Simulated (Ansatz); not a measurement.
The reference is Ti in the hcp (Mg type) structure (space group P6_3/mmc, No. 194; a = 2.9364 Å, c = 4.6402 Å; relaxed with 0.1 eV smearing). Axes: x lies along a and z along c of the hexagonal cell.

Computed with Ansatz (a quantum-chemistry and plane-wave program) r2SCAN, scalar-relativistic without spin-orbit coupling.

For the base:

Band gap: zero

It is then changed as follows: the cell is compressed by 1.50 % along z with no lateral relaxation; the atoms relax in the strained cell.

Question: Estimate the effect on the stress, energy relative to the base and band gap.

Answer: The stress (xx, yy, zz, yz, xz, xy; compression positive) comes out as (1.2, 1.2, 3.0, 0.0, 0.0, 0.0) GPa; the energy increases by 2.4 meV/atom; the band gap stays zero.

Stability against distortions was not tested. All final runs are without spin polarisation.
